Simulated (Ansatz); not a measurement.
Consider TiO2 in the anatase structure (space group I4_1/amd, No. 141; a = 3.770 Å, c = 9.552 Å).

The values are results of PBEsol in Ansatz (plane waves to 420 eV, PAW, scalar-relativistic without spin-orbit coupling), not measurements.

Base values:

```
Property            Value
---------------  --------
Volume per atom  11.31 Å³
```

The change: a hydrostatic pressure of 4.5 GPa.

Question: Estimate the effect on the volume per atom.

Answer: The volume per atom decreases by 0.27 Å³ (11.31 Å³ → 11.04 Å³).

Load acts through the strain it causes; cell and atoms are relaxed under it. Stability against distortions was not tested. All final runs are without spin polarisation.

Ansatz is a quantum-chemistry and plane-wave program.
